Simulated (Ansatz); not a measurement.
An Ansatz (an electronic-structure program) run: W; Kohn–Sham DFT with the PBEsol functional, run in Ansatz with PAW and 420 eV plane waves, without spin-orbit coupling.

Input:

Ansatz 0.2 input:
```yaml
crystal:
  lattice:
    - [0, 1.9987993377, 1.9987993377]
    - [1.9987993377, 0, 1.9987993377]
    - [1.9987993377, 1.9987993377, 0]
  atoms:
    - { symbol: W, position: [0, 0, 0] }
basis: { ecutwfc: 420, ecutrho_ratio: 4, xc_grid: 2, fft_grid_basis: typed }
kpoints: { mp_grid: { grid: [20, 20, 20] } }
hamiltonian:
  xc: pbesol
  dispersion: none
  pseudopotentials: { kind: paw }
scf: { occupations: { method: fermi_dirac, width: 0.05 }, convergence: { dr2_threshold: 0.0000000001 } }
output: { forces: true, stress: true }
```

Output:

```
WARN ansatz: RAYON_NUM_THREADS=2 ignored (pool sized by the plan → 2); use --threads N
Pseudopotentials: kind: paw
Pseudopotential: W, paw, valence charge 14
Functional definition: PBEsol
Crystal: 1 atoms, lattice volume = 15.971 Å³
Basis set: ecut = 420 eV, 331 PW (Γ), exchange–correlation on 40×40×40 points (8 copies of the dense FFT grid, shifted against one another)
Bands: 11, of which v1, the nominal top of the filled ones, is band 7 counted from 1 (6 counted from 0)
Symmetry: 48 space group operations
Space group: Fm-3m (ITA 225), of the structure as read, at distance tolerance 2.5e-5 Å
k-points: 256 of 8000
PAW frozen core: W, regenerated for the run's functional, and the local potential with it
Initial density: superposition of atomic densities (neutral atoms: chi_scale 0, normalization atom), corrected by the library's trained network
Initial wavefunctions: pseudopotential atomic-orbital guess
Eigensolver: davidson
Functional: x = pbesol(κ = 0.804, μ = 0.12345679012345678), c = pbesol(β = 0.046)
SCF iter   1: F=—  HF=-10256.074456 eV  |F-HF|=—  |Δ(HF+E_count)|=         —  Δρ=3.49e-3  dr2=1.33e-3  ethr=1.77e-3  ⟨swp⟩=5.2  Hψ=15083  notcnv=0
all-band conjugate gradients solve this SCF's bands
preconditioner: auto → none
SCF iter   2: F=—  HF=-10256.073820 eV  |F-HF|=—  |Δ(HF+E_count)|=   6.36e-4  Δρ=1.44e-3  dr2=1.27e-4  ethr=9.48e-6  ⟨swp⟩=2.1  Hψ=5402  notcnv=0
SCF iter   3: F=—  HF=-10256.073844 eV  |F-HF|=—  |Δ(HF+E_count)|=   2.43e-5  Δρ=3.74e-4  dr2=6.17e-6  ethr=9.09e-7  ⟨swp⟩=1.7  Hψ=3214  notcnv=0
SCF iter   4: F=—  HF=-10256.073846 eV  |F-HF|=—  |Δ(HF+E_count)|=   1.88e-6  Δρ=2.41e-5  dr2=3.31e-8  ethr=4.40e-8  ⟨swp⟩=2.0  Hψ=3938  notcnv=0
SCF iter   5: F=—  HF=-10256.073846 eV  |F-HF|=—  |Δ(HF+E_count)|=   3.85e-7  Δρ=4.51e-6  dr2=1.76e-9  ethr=2.36e-10  ⟨swp⟩=2.0  Hψ=4632  notcnv=0
SCF iter   6: F=-10256.073846 eV  HF=-10256.073846 eV  |F-HF|=1.64e-11  |Δ(HF+E_count)|=  5.73e-10  Δρ=6.69e-7  dr2=3.51e-11  ethr=1.00e-12  ⟨swp⟩=5.0  Hψ=9828  notcnv=0
SCF 1 converged in 6 iterations: F = -10256.073846 eV  dr2 = 3.51e-11
SCF converged after 6 iterations
Free energy (F): -10256.073846 eV
Harris-Foulkes:  -10256.073846 eV  (|F-HF|=1.64e-11)
Internal energy: -10256.063092 eV  (E = F + TS)
E sigma→0 (E₀):  -10256.068469 eV
Entropy (-TS):   -0.010754 eV (-10.754 meV/atom)
Fermi energy:    21.776723 eV
--- Per-component energies (eV) ---
  E_band       = -84.716168
  E_kinetic    = 450.358549
  E_local      = -608.036828  (includes V_loc(G=0)·N_el)
  E_nonlocal   = 3.531366
  E_hartree    = 217.516280
  E_xc         = -265.060046
  E_vxc        = -238.439211  (∫ρ·V_xc dr)
  E_paw        = -8436.122995  (= ΣΔE_a)
  E_vpaw       = -127.162676  (= ΣTr[D̂ρ^β])
  E_aug_tail   = -0.000075  (compensation charges beyond the density's cutoff)
  E_ewald      = -1618.471135
  E_core_change = 0.221792  (= ΣΔE_core)
  E_smearing   = -0.010754  (= −TS)
  E_closure    = 0.000000  (closes the sum)
  Σ components = -10256.073846   (vs F -10256.073846, Δ=0.00e0)
  [band-id]    e_kinetic+e_local+e_nonlocal+2·e_hartree+e_vxc+e_vpaw+e_augmentation_tail = -84.716315   (vs E_band -84.716168, Δ=-1.47e-4)
--- Forces (eV/Å), atoms counted from 1 ---
  atom   1  W     -0.00000000    -0.00000000    -0.00000000
  max |Σ_I F_I| component: 2.22e-31 eV/Å
--- Stress (GPa, compression-positive) ---
       -0.000721      -0.000000       0.000000
        0.000000      -0.000721       0.000000
        0.000000      -0.000000      -0.000721
  P = ⅓ Tr σ = -0.0007 GPa (-0.007 kbar)
  The stress holds the Pulay correction. Without it, at fixed plane waves, as pw.x and ABINIT print it: P = -0.0556 GPa
  The stress includes an estimate of the error left by incomplete SCF convergence (largest component 0.0008 GPa).
--- Band table ---
  band table: none
```

Whether these cells are dynamically stable was not tested. The final runs are not spin-polarised. The cell is W in the fcc (Cu type) structure (space group Fm-3m, No. 225). This is not the structure that W has at room temperature and ambient pressure.
